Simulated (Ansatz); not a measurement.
The starting structures come from a database of crystals and need not be the phases stable at ambient conditions.

 Where the default PAW files enter, the runs use the earlier of Ansatz's two default sets.

Given:

```xyz
14
Lattice="5.8772 0.0000 0.0000 -2.9386 5.0898 0.0000 2.9386 1.6966 4.7987" Properties=species:S:1:pos:R:3 pbc="T T T"
Ge     5.8772     3.3932     4.1989
Ge     1.4693     2.5449     1.7995
Ge     4.4079     2.5449     1.7995
Ge     0.0000     5.0898     1.7995
Ge     0.0000     0.0000     0.0000
Ge     2.9386     5.0898     3.5991
N      5.8772     1.8074     2.9601
N      2.9386     1.6966     2.8817
N      4.5038     4.1861     2.9601
N      1.5652     0.9037     0.6390
N      1.3734     4.1861     2.9601
N      4.3120     0.9037     0.6390
N      0.0000     3.3932     0.7173
N      2.9386     3.2825     0.6390
```

Space group of this cell: Fd-3m. The cell is taken as given; by PBEsol its mean pressure is -6.4 GPa.

These are PBEsol (plane waves, PAW; Ansatz, a program for electronic structure) values and carry that method's errors.

The current runs along the normal of the first two printed vectors; no spin-orbit coupling. Scaled by the factor s: all lengths (ions clamped). Meshes 8×8×8 and 6×6 across the current in all rows.

```json
[
 {"s": "0.98", "mean pressure (GPa)": "8.1", "band gap (eV)": "?"},
 {"s": "1.00", "mean pressure (GPa)": "-6.4", "band gap (eV)": "1.87"},
 {"s": "1.02", "mean pressure (GPa)": "-17.0", "band gap (eV)": "1.16"}
]
```

Question: Take the slope of the band gap against ln s from the two given rows, extrapolate to s = 0.98, and say what the run there gives.

Answer: Slope = (1.16 − 1.87) / ln 1.02 = -35.9 eV. The line gives 1.87 + (-35.9) × ln 0.98 = 2.59 eV. The run gives 2.24 eV, 0.35 eV under the line, 49 % of the predicted step.
